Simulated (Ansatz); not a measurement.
**A computed series for BeTe: response to strain**

Consider BeTe in the zinc blende structure (space group F-43m, No. 216; a = 5.6568 Å).

Strains are applied to the cell and any free atomic positions relax.

Calculations: Ansatz (a program for electronic structure), r2SCAN, PAW, cutoff 500 eV, no SOC.

Notes on the quantities. energy relative to the base: free energy F.

| isotropic strain (%) | energy relative to the base (meV/atom) |
|---|---|
| -3 | 37.2 |
| -2.5 | 25.5 |
| -2 | 16.1 |
| -1.5 | 8.9 |
| -1 | ? |
| -0.5 | 1.0 |
| 0 | 0.0 |

### Question
Fit ΔE = Aε² + Bε³ (ε in %) to the rows shown and predict the withheld row.

### Answer
Least squares on the printed values gives A = 3.80 and B = -0.11 meV/atom (largest residual 0.0 meV/atom); this predicts 3.9 meV/atom, and the run gives 3.9 meV/atom, in agreement.

Whether these cells are dynamically stable was not tested.
